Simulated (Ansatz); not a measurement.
## BeSe: pressure series

The reference is BeSe in the zinc blende structure (space group F-43m, No. 216; a = 5.1776 Å).

Cell and atoms are relaxed at each pressure.

All numbers come from PBE in Ansatz (plane waves to 420 eV, PAW, without spin-orbit coupling).

Candidates:
(a) pressure 22.5 GPa
(b) pressure 2.1 GPa
(c) pressure −2 GPa
(d) pressure 15 GPa
(e) pressure 9 GPa

Base values:

The band gap comes out as 2.67 eV.

Task: Order them by band gap, highest first.

Result: (c) pressure −2 GPa (2.73 eV), (b) pressure 2.1 GPa (2.62 eV), (e) pressure 9 GPa (2.45 eV), (d) pressure 15 GPa (2.32 eV), (a) pressure 22.5 GPa (2.17 eV)

Load acts through the strain it causes; cell and atoms are relaxed under it. Whether these cells are dynamically stable was not tested. Competing high-pressure phases were not computed.

Ansatz is an electronic-structure program.
